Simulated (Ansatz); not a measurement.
Consider HfO$_{2}$ (space group P4_2/nmc, No. 137).

```
HfO2
1.0
    3.60443     0.00000     0.00000
    0.00000     3.60443     0.00000
    0.00000     0.00000     5.26427
Hf O
2 4
Direct
  0.00000   0.00000   0.00000
  0.50000   0.50000   0.50000
  0.00000   0.50000   0.19324
  0.00000   0.50000   0.69324
  0.50000   0.00000   0.30676
  0.50000   0.00000   0.80676
```

The values are results of PBE (Ansatz, a program for electronic structure), no spin-orbit coupling, not measurements.

Base values:

The volume per atom comes out as 11.40 Å³ and the c/a ratio is 1.461.

The change: hydrostatic tension (pressure −2 GPa).

What happens to the volume per atom?

The volume per atom rises by 0.14 Å³, from 11.40 Å³ to 11.54 Å³.

Estimate the effect on the c/a ratio.

The c/a ratio grows by 0.005, from 1.461 to 1.466.

Load acts through the strain it causes; cell and atoms are relaxed under it. Stability against distortions was not tested. This is not the structure that HfO2 has at room temperature and ambient pressure.
